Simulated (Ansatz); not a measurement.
The starting structures come from a database of crystals and need not be the phases stable at ambient conditions.

The decay constant κ of evanescent states in the gap governs leakage through a thin film.

```
V2O5
1.0
    4.62979     0.00000     0.00000
    0.00000     5.28460     0.00000
    2.31490    -1.39306     5.85553
V O
4 10
Cartesian
  3.42725   2.98253   4.18225
  3.51744   0.90901   1.67328
  1.11235   3.55131   1.67328
  5.83234   0.34023   4.18225
  4.90837   1.64835   4.56778
  2.03632   2.24319   1.28775
  2.59347   4.88549   1.28775
  4.35122  -0.99395   4.56778
  4.95471   0.12854   2.38250
  1.98998   3.76300   3.47303
  2.63982   1.12070   3.47303
  4.30488   2.77084   2.38250
  0.53136   3.96345   0.00000
  4.09843   1.32115   0.00000
```

Space group of this cell: C2/c. The cell is strained (lengths across the current scaled by 0.98, ions clamped); by r2SCAN its mean pressure is -3.5 GPa.

Transport runs along the normal of the first two printed cell vectors.

No gap correction and no spin-orbit coupling; mid-gap values are interpolated between computed energies.

Task: State the band gap and the smallest decay constant κ at mid-gap according to r2SCAN run with Ansatz (a program for electronic structure).

Result: Gap 1.51 eV on a 8×6×8 mesh; κ = 0.249 1/Å, at (0.000, 0.333) of the in-plane reciprocal vectors. At the zone centre, at the nearest computed energy, the slowest state has κ = 0.30 1/Å.
